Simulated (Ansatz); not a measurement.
Pyrite PtAs2, treated with rVV10 (Ansatz, a quantum-chemistry and plane-wave program, PAW).

Settings: plane-wave cutoff 520 eV, 6×6×6 k mesh, Fermi–Dirac smearing 0.01 eV, scalar-relativistic PAW data made under PBE.

Cell (relaxed at this level):

```cif
data_As8Pt4
_chemical_formula_sum 'As8 Pt4'
_space_group_name_H-M_alt 'Pa-3'
_space_group_IT_number 205
_space_group_name_Hall '-P 2ac 2ab 3'
_cell_length_a 6.13254
_cell_length_b 6.13254
_cell_length_c 6.13254
_cell_angle_alpha 90.000
_cell_angle_beta 90.000
_cell_angle_gamma 90.000
loop_
_atom_site_label
_atom_site_type_symbol
_atom_site_symmetry_multiplicity
_atom_site_Wyckoff_symbol
_atom_site_fract_x
_atom_site_fract_y
_atom_site_fract_z
_atom_site_occupancy
As1 As 8 c 0.38385 0.38385 0.38385 1
Pt1 Pt 4 a 0.00000 0.00000 0.00000 1
```

Problem. Predict the bulk modulus B0.

Solution. 
* **bulk modulus B0**: 122 GPa

The run finds no gap.

Note: the bulk modulus comes from volumes at which shape and atoms were relaxed.

Spin–orbit coupling is not included; it can open a gap where bands touch, and shift volumes and moduli.

Static lattice: no zero-point or thermal effects.

Computing time: around 7 core-minutes (rough).
